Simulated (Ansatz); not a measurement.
```
MgS
1.0
    0.00000     2.59497     2.57262
    2.59497     0.00000     2.57262
    2.59497     2.59497     0.00000
Mg S
1 1
Direct
  0.00000   0.00000   0.00000
  0.50000   0.50000   0.50000
```

Method: PBEsol with spin-orbit coupling, rigid bands (plane waves, PAW; Ansatz, a program for electronic structure). Condition of this run: uniaxial stress zz = 1 GPa (compression positive) (the target of the relaxation). Cell: cell and atoms relaxed with PBEsol, then loaded as said.

Task: Predict the electron conductivity mass (n e² τ/σ) at 300 K, by direction if it differs.

Result: 0.32 (x), 0.32 (y), 0.44 (z) mₑ.

Task: Predict the hole conductivity mass (n e² τ/σ) at 300 K, by direction if it differs.

Result: 1.14 (x), 1.14 (y), 1.27 (z) mₑ.

Task: And the band gap?

Result: 2.66 eV at this level; semilocal functionals usually fall short of the measured gap.

Rigid bands, one relaxation time for all states, no polarons.
